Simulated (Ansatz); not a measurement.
```xyz
2
Lattice="14.0000 0.0000 0.0000 0.0000 11.0000 0.0000 0.0000 0.0000 5.1489" Properties=species:S:1:pos:R:3 pbc="T T T"
Cs     4.6361     5.5000     0.0000
Cs     9.3639     5.5000     2.5745
```

Calculation: PBE (plane waves to 420 eV, PAW; Ansatz, a first-principles code). Mesh 1×1×38. No spin polarisation, so a magnetic state wasn't tested. One-dimensional cell, images about 11 Å apart. A model structure. It keeps the symmetry and period of its start, so it need not be a minimum against all distortions. Pairing along the axis, which can open a gap, is among the distortions not tried.

### Question
Say what this body is, and give its properties.

### Answer
Free zigzag chain of Cs atoms. A hypothetical model.
* **PBE gap**: none (under 0.01 eV)
* **crossings of the Fermi level between Γ and the zone edge (49 points)**: 2, each for both spins (ideal conductance 2 × 2e²/h)
